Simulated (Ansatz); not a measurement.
Worked example: self-consistent single point of ScGa5Fe (P4/mmm, 7 atoms in the cell) in Ansatz (a first-principles code).

Computed with PBEsol, PAW files made with PBE (plane waves; Ansatz).

The change in words: lattice scaled by 0.98. Reference geometry:
```
ScGa5Fe
1.0
    4.11746     0.00000     0.00000
    0.00000     4.11746     0.00000
    0.00000     0.00000     6.60474
Sc Ga Fe
1 5 1
Direct
  0.00000   0.00000   0.00000
  0.00000   0.50000   0.30604
  0.00000   0.50000   0.69396
  0.50000   0.00000   0.30604
  0.50000   0.00000   0.69396
  0.50000   0.50000   0.00000
  0.00000   0.00000   0.50000
```

Reference input (self-consistent single point, DFT, PBEsol, plane waves, PAW files made with PBE): basis.ecutwfc = 420 eV; kpoints.mp_grid.grid = 5 5 3; hamiltonian.xc = pbesol; hamiltonian.pseudopotentials = {kind: paw} (the program's default PAW files); scf.occupations.method = gaussian; scf.occupations.width = 0.2 eV. This run's input differs from it in these lines:

Ansatz 0.2 input:
```diff
@@ -3,13 +3,13 @@
   lattice:
-    - [4.117458, 0.000000, 0.000000]
-    - [0.000000, 4.117458, 0.000000]
-    - [0.000000, 0.000000, 6.604743]
+    - [4.035109, 0.000000, 0.000000]
+    - [0.000000, 4.035109, 0.000000]
+    - [0.000000, 0.000000, 6.472648]
   atoms:
     - { symbol: Sc, position_ang: [0.000000, 0.000000, 0.000000] }
-    - { symbol: Ga, position_ang: [0.000000, 2.058729, 2.021316] }
-    - { symbol: Ga, position_ang: [0.000000, 2.058729, 4.583427] }
-    - { symbol: Ga, position_ang: [2.058729, 0.000000, 2.021316] }
-    - { symbol: Ga, position_ang: [2.058729, 0.000000, 4.583427] }
-    - { symbol: Ga, position_ang: [2.058729, 2.058729, 0.000000] }
-    - { symbol: Fe, position_ang: [0.000000, 0.000000, 3.302372] }
+    - { symbol: Ga, position_ang: [0.000000, 2.017555, 1.980889] }
+    - { symbol: Ga, position_ang: [0.000000, 2.017555, 4.491759] }
+    - { symbol: Ga, position_ang: [2.017555, 0.000000, 1.980889] }
+    - { symbol: Ga, position_ang: [2.017555, 0.000000, 4.491759] }
+    - { symbol: Ga, position_ang: [2.017555, 2.017555, 0.000000] }
+    - { symbol: Fe, position_ang: [0.000000, 0.000000, 3.236324] }
 basis:
```

Output (repeated stretches shortened):

```
SCF iter   1: F=—  HF=-25282.456101 eV  |F-HF|=—  |Δ(HF+E_count)|=         —  Δρ=1.08e-1  dr2=2.13e1  ethr=3.10e-3  ⟨swp⟩=5.8  Hψ=2153  notcnv=0
all-band conjugate gradients solve this SCF's bands
preconditioner: auto → Resta (q_TF=auto, 2.667 Å⁻¹)
SCF iter   2: F=—  HF=-25280.008649 eV  |F-HF|=—  |Δ(HF+E_count)|=    2.45e0  Δρ=4.19e-2  dr2=3.54e0  ethr=3.10e-3  ⟨swp⟩=2.9  Hψ=1375  notcnv=0  defer=31
   [... lines left out ...]
SCF iter   9: F=—  HF=-25279.284059 eV  |F-HF|=—  |Δ(HF+E_count)|=   1.83e-5  Δρ=1.05e-4  dr2=1.52e-5  ethr=1.58e-7  ⟨swp⟩=2.0  Hψ=964  notcnv=0  defer=26
SCF iter  10: F=—  HF=-25279.284009 eV  |F-HF|=—  |Δ(HF+E_count)|=   5.03e-5  Δρ=4.78e-5  dr2=2.70e-6  ethr=1.65e-8  ⟨swp⟩=2.0  Hψ=1106  notcnv=0  defer=26
SCF iter  11: F=—  HF=-25279.284009 eV  |F-HF|=—  |Δ(HF+E_count)|=   1.24e-7  Δρ=1.67e-5  dr2=4.12e-7  ethr=2.94e-9  ⟨swp⟩=2.0  Hψ=932  notcnv=0  defer=26
SCF iter  12: F=-25279.284009 eV  HF=-25279.284009 eV  |F-HF|=6.88e-8  |Δ(HF+E_count)|=   1.13e-7  Δρ=7.76e-6  dr2=8.73e-8  ethr=1.09e-10  ⟨swp⟩=11.0  Hψ=2988  notcnv=0
SCF 1 converged in 12 iterations: F = -25279.284009 eV  dr2 = 8.73e-8
Free energy (F): -25279.284009 eV
Internal energy: -25279.230200 eV  (E = F + TS)
E sigma→0 (E₀):  -25279.257104 eV
Entropy (-TS):   -0.053809 eV (-7.687 meV/atom)
Fermi energy:    13.139654 eV
--- Forces (eV/Å), atoms counted from 1 ---
  atom   1  Sc     0.00000000     0.00000000     0.00000000
  atom   2  Ga     0.00000000     0.00000000    -0.31578731
  atom   3  Ga    -0.00000000     0.00000000     0.31578731
  atom   4  Ga     0.00000000     0.00000000    -0.31578731
  atom   5  Ga     0.00000000     0.00000000     0.31578731
  atom   6  Ga     0.00000000     0.00000000     0.00000000
  atom   7  Fe    -0.00000000    -0.00000000     0.00000000
--- Stress (GPa, compression-positive) ---
        4.518455       0.000000       0.000000
        0.000000       4.518455       0.000000
        0.000000       0.000000       5.608839
  P = ⅓ Tr σ = 4.8819 GPa (48.819 kbar)
  The stress holds the Pulay correction. Without it, at fixed plane waves, as pw.x and ABINIT print it: P = 4.8291 GPa
```

The run converged in 12 iterations. Against the reference run the free energy goes up by 7.3 meV/atom, the pressure goes from -2.00 to 4.88 GPa and the largest force goes from 0.087 to 0.316 eV/Å.

The starting cell comes from a database of computed structures (which also holds hypothetical and non-ambient phases and stackings), without a prior relaxation at this level. Its lattice was rescaled by a random factor within 2.5 % of one. For this run, on top of that: lattice scaled by 0.98. Spin polarisation is off. With a pressure of about 5 GPa the cell is away from its equilibrium volume at this level. Ansatz's pressure includes its estimate of the finite-basis (Pulay) stress.
